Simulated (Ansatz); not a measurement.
Worked example: self-consistent single point of LiTi2Te4 (C2/m, 7 atoms in the cell) in Ansatz (a first-principles code).

Method of the run: PBEsol, default PAW files made with PBE (plane waves; Ansatz).

```
Li(TiTe2)2
1.0
    7.64442    -1.91688     0.00000
    7.64442     1.91688     0.00000
   -2.86527     0.00000     5.99001
Li Ti Te
1 2 4
Direct
  0.00000   0.00000   0.00000
  0.24986   0.24986   0.26061
  0.75014   0.75014   0.73939
  0.87175   0.87175   0.53380
  0.12825   0.12825   0.46620
  0.36718   0.36718   0.03579
  0.63282   0.63282   0.96421
```
Moments meant for the start (each program seeds them in its own way; μB, in the order of the atoms Li Ti Ti Te Te Te Te): 0.0 1.0 1.0 0.0 0.0 0.0 0.0.

Reference input (self-consistent single point, DFT, PBEsol, plane waves, default PAW files made with PBE): basis.ecutwfc = 420 eV; kpoints.mp_grid.grid = 7 7 4; hamiltonian.xc = pbesol; hamiltonian.pseudopotentials = {kind: paw} (the program's default PAW files); magnetization.spin_polarized = true; scf.occupations.method = cold; scf.occupations.width = 0.136 eV. This run's input differs from it in these lines:

```diff
@@ -28,3 +28,3 @@
     method: cold
-    width: 0.136
+    width: 0.3
 output:
```

Output (repeated stretches shortened):

```
SCF iter   1: F=—  HF=-32763.549987 eV  |F-HF|=—  |Δ(HF+E_count)|=         —  Δρ=3.42e-2 (↑3.42e-2 ↓1.41e-2)  dr2=2.55e0  dr2_m=6.38e-1  M=0.319 μB ∫|m|=0.497 μB  β_m=0.30  ethr=2.79e-3  ⟨swp⟩=1.0  Hψ=33167  notcnv=0
Mixer restart at iter 1: flushing history
all-band conjugate gradients solve this SCF's bands
preconditioner: auto → Kerker (q_TF=auto, 2.445 Å⁻¹)
spin=Collinear: Kerker preconditioning applied to the charge; magnetization (m = ρ↑ − ρ↓) channel mixes plain (no charge-response kernel on spin).
   [... lines left out ...]
SCF iter  17: F=—  HF=-32762.433331 eV  |F-HF|=—  |Δ(HF+E_count)|=  6.18e-10  S|Δr|=    0.00e0  Δρ=4.45e-7 (↑4.45e-7 ↓2.60e-7)  dr2=2.65e-10  dr2_m=1.79e-10  M=0.000 μB ∫|m|=0.000 μB  β_m=1.00  ethr=1.00e-12  ⟨swp⟩=2.5  Hψ=13044  notcnv=0
SCF iter  18: F=-32762.433331 eV  HF=-32762.433331 eV  |F-HF|=2.91e-11  |Δ(HF+E_count)|=  2.95e-10  S|Δr|=    0.00e0  Δρ=2.54e-7 (↑2.26e-7 ↓2.54e-7)  dr2=5.10e-11  dr2_m=8.65e-11  M=0.000 μB ∫|m|=0.000 μB  ethr=1.00e-12  ⟨swp⟩=2.0  Hψ=12670  notcnv=0
SCF 1 converged in 18 iterations: F = -32762.433331 eV  dr2 = 5.10e-11
WARN: the starting moments were not kept: the SCF closed with an absolute magnetisation of 1.4e-4 μB, where they sum to 2 μB in size (2 sites) …
   [... lines left out ...]
Absolute magnetization: 0.0001 μB (∫|ρ↑−ρ↓|, with the PAW one-centre terms)
Free energy (F): -32762.433331 eV
Fermi energy:    9.681341 eV
   [... lines left out ...]
  atom   7  Te    -0.13848751     0.00000000    -0.13621649
--- Stress (GPa, compression-positive) ---
        0.273875       0.000000       0.811022
        0.000000      -1.119338       0.000000
        0.811022       0.000000      -0.819513
  P = ⅓ Tr σ = -0.5550 GPa (-5.550 kbar)
  The stress holds the Pulay correction. Without it, at fixed plane waves, as pw.x and ABINIT print it: P = -0.5779 GPa
```

The run converged in 18 iterations. Against the reference run the free energy drops by 2.8 meV/atom, the pressure hardly changes (-0.63 to -0.55 GPa) and the largest force goes from 0.302 to 0.287 eV/Å.

The starting cell comes from a database of computed structures (which also holds hypothetical and non-ambient phases and stackings), without a prior relaxation at this level. Its lattice was rescaled by a random factor within 2.5 % of one. The starting moments vanished: the run ended non-magnetic. The program warned that a starting moment was not kept. Ansatz's pressure includes its estimate of the finite-basis (Pulay) stress.

Cost on one core of a shared machine: roughly 2 min.

Keys are those of Ansatz 0.2.
